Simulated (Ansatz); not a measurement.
# Response to strain in Cu

The reference is Cu in the fcc (Cu type) structure (space group Fm-3m, No. 225; a = 3.577 Å; relaxed with 0.1 eV smearing). Axes: x, y, z lie along the cube axes.

Strains are applied to the cell and any free atomic positions relax; under biaxial strain the out-of-plane vector relaxes too.

Method: r2SCAN, PAW, 500 eV (Ansatz, a quantum-chemistry and plane-wave program; no SOC).

Notes on the quantities. energy relative to the base: free energy F.

```csv
"biaxial strain, plane normal [001], relaxed out of plane (%)",energy relative to the base (meV/atom)
-3,11.3
-2.5,7.6
-2,4.7
-1.5,?
-1,1.1
-0.5,0.3
0,0.0
```

Task: Fit ΔE = Aε² + Bε³ (ε in %) to the rows shown and predict the withheld row.

Result: Least squares on the printed values gives A = 1.02 and B = -0.079 meV/atom (largest residual 0.0 meV/atom); this predicts 2.6 meV/atom, and the run gives 2.6 meV/atom, in agreement.

No phonon test of stability was made. The final runs are not spin-polarised.
